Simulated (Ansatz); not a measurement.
The starting structures come from a database of crystals and need not be the phases stable at ambient conditions.

By PBEsol, the system below comes out a metal.

A figure of merit of an interconnect metal is its ballistic conductance per area.

```yaml
crystal:
  lattice:
    - [4.05225, 0.00000, 0.00000]
    - [0.00000, 5.07600, 0.00000]
    - [0.00000, -2.53800, 4.39594]
  atoms:
    - { symbol: Co, position: [0.25000, 0.33495, 0.16748] }
    - { symbol: Co, position: [0.75000, 0.66505, 0.83252] }
    - { symbol: Co, position: [0.75000, 0.16748, 0.83252] }
    - { symbol: Co, position: [0.25000, 0.83252, 0.16748] }
    - { symbol: Co, position: [0.25000, 0.83252, 0.66505] }
    - { symbol: Co, position: [0.75000, 0.16748, 0.33495] }
    - { symbol: Si, position: [0.25000, 0.33333, 0.66667] }
    - { symbol: Si, position: [0.75000, 0.66667, 0.33333] }
```

Space group of this cell: P6_3/mmc. The cell is strained (all lengths scaled by 1.02); by PBEsol its mean pressure is -23.6 GPa.

The current flows along the normal of the first two printed cell vectors, the (100) plane of the conventional cell. No spin-orbit coupling; the value is a mean over 0.1 eV about the Fermi level.

Question: Give the ballistic conductance per area that PBEsol run with Ansatz (a program for electronic structure) yields.

Answer: 0.42 × 10¹⁵ S/m² for both spins.
